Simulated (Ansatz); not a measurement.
For BAs (model structure, started from the beta GaS type, P6₃/mmc, No. 194, 8 atoms in the cell), PBEsol (PAW; Ansatz, a quantum-chemistry and plane-wave program) gives:

| Item | Result |
|---|---|
| lattice constant a | 3.335 Å |
| c axis length | 11.806 Å |

What does PBE-D3(BJ) (plane waves, PAW; Ansatz) give for the same quantities?


- lattice constant a: 3.333 Å (stays essentially unchanged)
- lattice parameter c: 11.781 Å (decreases by 0.2 %)

Changes are worked out from the printed values.

Unless a cell is named, each level is at its own relaxed cell (PBEsol 14.22, PBE-D3(BJ) 14.17 Å³/atom).

Ansatz's density-functional and Hartree–Fock values are scalar-relativistic unless marked +SOC, with PAW data made under PBE.

A model structure was made by putting elements into a prototype or built by hand; it is no filed structure, need not be a known phase, and can be a saddle point held by its symmetry.
